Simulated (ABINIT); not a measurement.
ABINIT run on LiMg (Cm, 6 atoms in the cell): self-consistent single point.

Computed with PBEsol, norm-conserving pseudopotentials (PseudoDojo nc-sr-04 PBEsol standard) (plane waves; ABINIT).

The change in words: lattice scaled by 0.98. Reference geometry:
```xyz
6
Lattice="5.6163 -1.5737 0.0000 5.6163 1.5737 0.0000 -2.1549 0.0000 7.1012" Properties=species:S:1:pos:R:3 pbc="T T T"
Li     3.7667     0.0000     1.9674
Li     6.7738     0.0000     2.3763
Li    -0.7025     0.0000     4.3205
Mg     0.0090     0.0000     0.0630
Mg     2.3183     0.0000     4.6930
Mg     6.0666     0.0000     6.6998
```

Reference input (self-consistent single point, DFT, PBEsol, plane waves, norm-conserving pseudopotentials (PseudoDojo nc-sr-04 PBEsol standard)): pseudos = [Li.upf, Mg.upf]; ecut = 42 Ha; occopt = 3; tsmear = 0.136 eV; ngkpt = 7 7 3; nshiftk = 1; shiftk = 0 0 0; potentials = PseudoDojo nc-sr-04 PBEsol standard; nband = 27; kptopt = 1; nstep = 100; tolvrs = 1e-11. This run's input differs from it in these lines:

```diff
@@ -5,5 +5,5 @@
 rprim
-         5.6163250000   -1.5737450000   -0.0000000000
-         5.6163250000    1.5737450000    0.0000000000
-        -2.1549470000    0.0000000000    7.1011870000
+         5.5039980000   -1.5422700000    0.0000000000
+         5.5039980000    1.5422700000   -0.0000000000
+        -2.1118480000   -0.0000000000    6.9591630000
 natom 6
@@ -13,8 +13,8 @@
 xcart
-         3.7667441321   -0.0000000000    1.9673838584
-         6.7737634714   -0.0000000000    2.3762702058
-        -0.7025278767    0.0000000000    4.3205041945
-         0.0089672451    0.0000000000    0.0629875287
-         2.3183329536    0.0000000000    4.6930324646
-         6.0666021929   -0.0000000000    6.6998279108
+         3.6914088776   -0.0000000000    1.9280361092
+         6.6382875548   -0.0000000000    2.3287447147
+        -0.6884773369   -0.0000000000    4.2340939525
+         0.0087878982   -0.0000000000    0.0617277758
+         2.2719660010   -0.0000000000    4.5991716434
+         5.9452694846   -0.0000000000    6.5658311072
       Angstrom
```

Output, abridged:

```
--- !BeginCycle
solver: {iscf: 7, nstep: 100, nline: 4, wfoptalg: 0, }
tolerances: {tolvrs: 1.00E-11, }
...

     iter   Etot(hartree)      deltaE(h)  residm     vres2
 ETOT  1  -199.24482105554    -1.992E+02 2.973E-01 2.438E+03
 ETOT  2  -199.38803058000    -1.432E-01 5.499E-03 1.260E+01
 ETOT  3  -199.38842049297    -3.899E-04 4.712E-04 3.847E-01
 ETOT  4  -199.38843368074    -1.319E-05 2.875E-04 2.710E-02
 ETOT  5  -199.38843670056    -3.020E-06 1.607E-04 7.312E-04
   [... 2 lines left out ...]
 ETOT  8  -199.38843675991    -1.180E-11 5.945E-05 6.832E-09
 ETOT  9  -199.38843675991     3.610E-12 3.086E-05 3.090E-10
 ETOT 10  -199.38843675990     1.279E-12 2.995E-05 2.027E-11
 ETOT 11  -199.38843675991    -3.098E-12 1.992E-05 6.383E-13
 At SCF step   11       vres2   =  6.38E-13 < tolvrs=  1.00E-11 =>converged.

 Cartesian components of stress tensor (hartree/bohr^3)
  sigma(1 1)= -8.17127552E-05  sigma(3 2)=  0.00000000E+00
  sigma(2 2)= -5.80015168E-05  sigma(3 1)= -5.86860176E-07
  sigma(3 3)= -4.94470016E-05  sigma(2 1)=  0.00000000E+00

 ----iterations are completed or convergence reached----

 reduced coordinates (array xred) for    6 atoms
       0.388489999998      0.388489999998      0.277050000007
       0.667240000000      0.667240000000      0.334630000001
       0.054179999999      0.054179999999      0.608420000006
       0.002499999996      0.002499999996      0.008869999999
       0.333179999995      0.333179999995      0.660879999994
       0.721089999999      0.721089999999      0.943479999994
 cartesian forces (eV/Angstrom) at end:
   [... lines left out ...]
 Fermi (or HOMO) energy (hartree) =   0.09581   Average Vxc (hartree)=  -0.30185
   [... lines left out ...]
total_energy        : -1.99388436759908E+02
total_energy_eV     : -5.42563528991918E+03
band_energy         : -5.17536684978944E+01
...

-Cartesian components of stress tensor (GPa)         [Pressure=  1.8551E+00 GPa]
- sigma(1 1)= -2.40407185E+00  sigma(3 2)=  0.00000000E+00
- sigma(2 2)= -1.70646325E+00  sigma(3 1)= -1.72660196E-02
- sigma(3 3)= -1.45478077E+00  sigma(2 1)=  0.00000000E+00

 Calculation completed.
```

The run converged in 11 iterations. Against the reference run the free energy goes up by 7.4 meV/atom, the pressure goes from 0.11 to 1.86 GPa and the largest force goes from 0.083 to 0.095 eV/Å.

The starting cell comes from a database of computed structures (which also holds hypothetical and non-ambient phases and stackings), without a prior relaxation at this level. For this run, on top of that: lattice scaled by 0.98.

Cost on one core of a shared machine: roughly 5 min.
